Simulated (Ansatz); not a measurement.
Ti3AlC2: response to strain

Start from Ti$_{3}$AlC$_{2}$ (space group P6_3/mmc, No. 194; a = 3.051 Å, c = 18.500 Å). Axes: x lies along a and z along c of the hexagonal cell.

Strains are applied to the cell and any free atomic positions relax; under biaxial strain the out-of-plane vector relaxes too; under stress the whole cell relaxes.

Computed with PBEsol/PAW in Ansatz (an electronic-structure program), spin-orbit coupling left out.

Notes on the quantities. pressure: mean of the normal stresses, compression positive.

| case | pressure | shortest interatomic distance |
|---|---|---|
| base | 0.0 GPa | 2.059 Å |
| biaxial strain +1.38 %, plane normal [001], relaxed out of plane | -3.7 GPa | 2.073 Å |
| biaxial strain +2.20 %, plane normal [001], relaxed out of plane | -5.6 GPa | 2.081 Å |
| isotropic strain +0.78 % | -3.7 GPa | 2.070 Å |
| uniaxial stress, 5 GPa tension along z | – | 2.061 Å |

Without a gap, meshes like the base's 14×14×2 leave anisotropic stresses uncertain by several tenths of a GPa, and small strain energies with them. Stability under load was not tested beyond the relaxation. All final runs are without spin polarisation.
